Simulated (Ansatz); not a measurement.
## Converging the k-point mesh at a smearing width of 0.05 eV: LiMoN2 (R3m, 4 atoms in the cell)

```xyz
4
Lattice="1.4529 0.8388 5.3255 -1.4529 0.8388 5.3255 0.0000 -1.6777 5.3255" Properties=species:S:1:pos:R:3 pbc="T T T"
Li     0.0000     0.0000     6.6577
Mo     0.0000     0.0000     9.3609
N      0.0000     0.0000    13.4621
N      0.0000     0.0000    15.9214
```

Method: LDA (PW92), default PAW files made with PBE (plane waves; Ansatz, a program for electronic structure).

Base settings: basis.ecutwfc = 420 eV; kpoints.mp_grid.grid = 13 13 13; hamiltonian.xc = lda; hamiltonian.pseudopotentials = {kind: paw} (the program's default PAW files); scf.occupations.method = gaussian; scf.occupations.width = 0.1 eV.

In this ladder: scf.occupations.width = 0.05 eV.

The second cell is the first with its lattice scaled by 0.98.

Only quantities that move along the ladder and can be compared are tabulated.

The count of work is k-points × plane waves × bands × iterations; it is no time. Core times come from one kind of shared machine, to one figure; runs under 30 s give none.

The starting cell comes from a database of computed structures (which also holds hypothetical and non-ambient phases and stackings), without a prior relaxation at this level. Its lattice was rescaled by up to half a per cent. One atom was moved a little off its site on purpose. Spin polarisation is off; with an odd number of electrons in the cell that forces a metal, and a magnetic state may lie lower. In the base run, with a pressure of about -12 GPa the cell is away from its equilibrium volume at this level. Ansatz's pressure includes its estimate of the finite-basis (Pulay) stress.

Steps (kpoints.mp_grid.grid): 5 5 5; 6 6 6; 7 7 7; 8 8 8; 10 10 10; 12 12 12; 14 14 14; 17 17 17; 21 21 21; 26 26 26; 31 31 31.

### Question
What is the coarsest kpoints.mp_grid.grid that holds the forces within 0.02 eV/Å of the last step, with all finer ones?

### Answer
21 21 21, at 0.33 of the last step's count of work and about 0.4 of the last step's time; the step before is off by 0.032 eV/Å.

### Question
What is the coarsest kpoints.mp_grid.grid that holds the free energy within 0.5 meV/atom of the last step, with all finer ones?

### Answer
17 17 17, at 0.18 of the last step's count of work and about 0.2 of the last step's time; the step before is off by 0.77 meV/atom.

| kpoints.mp_grid.grid | free energy less the last step's (meV/atom) | energy of the compressed cell less the first (meV/atom) | pressure (GPa) | largest difference of a force vector from the last step's (eV/Å) | count of work / last | core time / last (rough) |
|---|---|---|---|---|---|---|
| 5 5 5 | 0.54 | -19.21 | -12.43 | 0.039 | 0.0079 | – |
| 6 6 6 | -3.30 | -19.28 | -12.48 | 0.081 | 0.012 | – |
| 7 7 7 | 5.12 | -19.59 | -12.53 | 0.105 | 0.016 | – |
| 8 8 8 | -2.42 | -18.46 | -12.30 | 0.047 | 0.024 | – |
| 10 10 10 | 4.51 | -18.70 | -12.30 | 0.053 | 0.042 | – |
| 12 12 12 | -0.20 | -19.58 | -12.53 | 0.028 | 0.069 | – |
| 14 14 14 | -0.77 | -19.42 | -12.52 | 0.042 | 0.11 | – |
| 17 17 17 | 0.22 | -19.37 | -12.49 | 0.032 | 0.18 | 0.2 |
| 21 21 21 | -0.25 | -19.16 | -12.45 | 0.014 | 0.33 | 0.4 |
| 26 26 26 | 0.15 | -19.14 | -12.44 | 0.004 | 0.60 | 0.3 |
| 31 31 31 | 0.00 | -19.18 | -12.45 | 0.000 | 1.0 | 1 |

The energy difference between the two cells stays within 1 meV/atom of the last step's from 5 5 5 on, the total only from 12 12 12 on: much of the error is common to both cells and cancels.

Keys are those of Ansatz 0.2.
